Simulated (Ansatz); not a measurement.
Base system: TiN in the rock salt structure (space group Fm-3m, No. 225; a = 4.205 Å; relaxed with 0.1 eV smearing). Axes: x, y, z lie along the cube axes.

Structures relaxed with Ansatz (an electronic-structure program) PBEsol, spin-orbit coupling left out.

Base:

Simulated powder pattern, Cu Kα1, λ = 1.54056 Å (kinematic, ideal powder, no thermal factors, no anomalous dispersion; the 10 strongest lines at most, above 2 %, up to 2θ = 90°):

| 2θ (°) | I/Imax (%) | hkl |
|---|---|---|
| 37.00 | 68 | (111) |
| 42.99 | 100 | (200) |
| 62.42 | 55 | (220) |
| 74.83 | 24 | (311) |
| 78.79 | 17 | (222) |

After one change:

Simulated powder pattern, Cu Kα1, λ = 1.54056 Å (kinematic, ideal powder, no thermal factors, no anomalous dispersion; the 10 strongest lines at most, above 2 %, up to 2θ = 90°):

```csv
2θ (°),I/Imax (%)
36.80,17
37.24,50
43.14,100
62.35,28
62.95,27
74.64,6.2
75.20,12
75.47,6.0
78.28,4.4
79.37,13
```

What was done to the base?
A. biaxial strain −0.76 %, plane normal [111], relaxed out of plane
B. isotropic strain +2.94 %
C. biaxial strain +0.93 %, plane normal [001], relaxed out of plane
D. uniaxial stress, 2 GPa tension along x

A, biaxial strain −0.76 %, plane normal [111], relaxed out of plane. Its volume per atom is 9.20 Å³ against 9.29 Å³, and its space group is R-3m (No. 166).

Stability under load was not tested beyond the relaxation. The final runs are not spin-polarised.
